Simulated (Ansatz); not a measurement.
Terminations of the (0001) surface of hcp Ti, measured from the surface 'clean 1x1'. Atoms come from or go to: Al: fcc Al, Au: fcc Au, Hf: hcp Hf, I: ½ I2(g), Mn: fcc-type Mn, layered antiferromagnet, Mo: bcc Mo, Os: hcp Os, Pt: fcc Pt, Re: hcp Re, Ti: hcp Ti, Zn: hcp Zn. ΔE is the energy of forming the row's surface from that one (negative: more stable at these reservoirs); the vacuum level's shift is aligned on the shared bottom. No zero-point or thermal terms. These are constructed structures in small cells; real faces may alloy, dewet or reconstruct in larger ones, and not all known structures of the face are among them. Slabs of about 12 Å with all that they carry, Fermi-Dirac smearing of 0.1 eV. Bottom of the slabs: a bare face, its two planes held. Relaxed from the named starts with such symmetry as they have, on meshes of like density; energies extrapolated to zero smearing; no spin-orbit coupling, no U. Spin-polarised runs, if any, are marked in brackets, and their order is one that fits the cell; the others ran without spin. A dash marks a value that is undefined for that row (no clear gap, or no work function of a gapped slab) or was not read reliably on its mesh.

The numbers are results of PBE (plane waves to 420 eV, PAW; Ansatz, a program for electronic structure), not measurements.

```json
[
 {"surface": "a pseudomorphic layer of Mo in the host's stacking", "atoms added per 1x1": "+1 Mo", "ΔE per 1x1 (eV)": "0.79", "shift of the vacuum level (eV)": "0.38", "work function (eV)": "4.77"},
 {"surface": "a layer of Pt in place of the third plane", "atoms added per 1x1": "+1 Pt, -1 Ti", "ΔE per 1x1 (eV)": "…", "shift of the vacuum level (eV)": "0.02", "work function (eV)": "4.42"},
 {"surface": "p(2x2) layer of I, one a cell, on the site that continues the host's stacking", "atoms added per 1x1": "+0.25 I", "ΔE per 1x1 (eV)": "-0.68", "shift of the vacuum level (eV)": "-0.40", "work function (eV)": "3.99"},
 {"surface": "(√3x√3)R30° surface alloy, Al on one Ti site of the top plane", "atoms added per 1x1": "+0.333 Al, -0.333 Ti", "ΔE per 1x1 (eV)": "…", "shift of the vacuum level (eV)": "-0.07", "work function (eV)": "4.32"},
 {"surface": "a pseudomorphic layer of Os in the host's stacking", "atoms added per 1x1": "+1 Os", "ΔE per 1x1 (eV)": "0.06", "shift of the vacuum level (eV)": "0.04", "work function (eV)": "4.43"},
 {"surface": "a pseudomorphic layer of Hf in the other hollow", "atoms added per 1x1": "+1 Hf", "ΔE per 1x1 (eV)": "0.20", "shift of the vacuum level (eV)": "0.23", "work function (eV)": "4.62"},
 {"surface": "(√3x√3)R30° surface alloy, Au on one Ti site of the top plane", "atoms added per 1x1": "+0.333 Au, -0.333 Ti", "ΔE per 1x1 (eV)": "…", "shift of the vacuum level (eV)": "-0.20", "work function (eV)": "4.18"},
 {"surface": "a pseudomorphic layer of Zn in the host's stacking", "atoms added per 1x1": "+1 Zn", "ΔE per 1x1 (eV)": "-0.44", "shift of the vacuum level (eV)": "-0.01", "work function (eV)": "4.38"},
 {"surface": "a layer of Mn in place of the second plane (1 Ti–Ti bonds formed) [spin start, no net moment]", "atoms added per 1x1": "+1 Mn, -1 Ti", "ΔE per 1x1 (eV)": "0.08", "shift of the vacuum level (eV)": "-0.24", "work function (eV)": "4.02"},
 {"surface": "a layer of Re in place of the third plane", "atoms added per 1x1": "+1 Re, -1 Ti", "ΔE per 1x1 (eV)": "0.17", "shift of the vacuum level (eV)": "0.07", "work function (eV)": "4.46"},
 {"surface": "clean 1x1", "atoms added per 1x1": "none", "ΔE per 1x1 (eV)": "0.00", "shift of the vacuum level (eV)": "0.00", "work function (eV)": "4.39"},
 {"surface": "a layer of Os in place of the third plane", "atoms added per 1x1": "+1 Os, -1 Ti", "ΔE per 1x1 (eV)": "…", "shift of the vacuum level (eV)": "0.06", "work function (eV)": "4.47"}
]
```

**Question.** Fill in the missing entries.

**Answer.** 
- a layer of Pt in place of the third plane, ΔE per 1x1 (eV): -1.24
- (√3x√3)R30° surface alloy, Al on one Ti site of the top plane, ΔE per 1x1 (eV): -0.41
- (√3x√3)R30° surface alloy, Au on one Ti site of the top plane, ΔE per 1x1 (eV): -0.45
- a layer of Os in place of the third plane, ΔE per 1x1 (eV): -0.26
